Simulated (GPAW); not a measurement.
Worked example: self-consistent single point of Ir (Fm-3m, 1 atom in the cell) in GPAW.

Computed with PBE, real-space grid, GPAW PAW datasets PBE (gpaw-data 1.0.1) (GPAW).

```yaml
crystal:
  lattice:
    - [0.00000, 1.91040, 1.91040]
    - [1.91040, 0.00000, 1.91040]
    - [1.91040, 1.91040, 0.00000]
  atoms:
    - { symbol: Ir, position: [0.00000, 0.00000, 0.00000] }
```

Reference input (self-consistent single point, DFT PBE, real-space grid, GPAW PAW datasets PBE (gpaw-data 1.0.1)): mode = fd; h = 0.18 Å; xc = PBE; kpts = 7 7 7; mesh shift (steps) = 0 0 0; occupations.name = methfessel-paxton; occupations.width = 0.1 eV; occupations.order = 0; nbands = -5; symmetry.symmorphic = false; symmetry.tolerance = 0.0005; maxiter = 120. This run's input differs from it in these lines:

```diff
@@ -15,3 +15,3 @@
             occupations={'name': 'methfessel-paxton', 'width': 0.1, 'order': 0},
-            nbands=-5,
+            nbands=7,
             symmetry={'symmorphic': False, 'tolerance': 0.0005},
```

Output (repeated stretches shortened):

```
Input parameters:
  h: 0.18
  kpts: [7 7 7]
  maxiter: 120
  mode: fd
  nbands: 7
  occupations: {name: methfessel-paxton,
                order: 0,
                width: 0.1}
  symmetry: {symmorphic: False,
             tolerance: 0.0005}
  xc: PBE

species:
  Ir:
    name: Iridium
    Z: 77.0
    valence: 15
    core: 62
    charge: 0.0
    file: Ir.PBE.gz

    # Using partial waves for Ir as LCAO basis

Reference energy: -484484.849336  # eV

Spin-paired calculation

Traceback (most recent call last):
   [... frames left out ...]
ValueError: Too few bands!  Electrons: 15.000000, bands: 7
```

The program stopped before any SCF iteration. 

The starting cell has typed, rounded lattice constants, without a prior relaxation at this level. Its lattice was rescaled by up to half a per cent. Spin-orbit coupling is off.
